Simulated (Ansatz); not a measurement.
LiH (model structure, within 0.1 Å of P6₃/mmc, No. 194, 4 atoms in the cell), treated with r²SCAN in Ansatz (PAW).

Settings: plane-wave cutoff 560 eV, 12×12×8 k mesh (along the axes of the cell as run), Fermi–Dirac smearing 0.01 eV, scalar-relativistic PAW data made under PBE.

The cell is the one relaxed with PBEsol. Conventional cell: a = 3.2333 Å, b = 3.2333 Å, c = 4.0437 Å, α = 90.00°, β = 90.00°, γ = 120.00°.

```
LiH
1.0
    3.23329     0.00000     0.00000
   -1.61664     2.80011     0.00000
    0.00000     0.00000     4.04368
Li H
2 2
Direct
  0.66667   0.33333   0.06248
  0.33333   0.66667   0.56248
  0.66667   0.33333   0.56272
  0.33333   0.66667   0.06272
```

List the 3 lowest band energies at Γ above −25 eV (eV, relative to the valence band maximum), grouping those that round alike.

At Γ: -5.42, 0.00, 3.64.

Note: cell and atoms aren't relaxed at this level (pressure 0.6 GPa).

A model structure was made by putting elements into a prototype or built by hand; it is no filed structure, need not be a known phase, and can be a saddle point held by its symmetry.

Ansatz is a first-principles code.
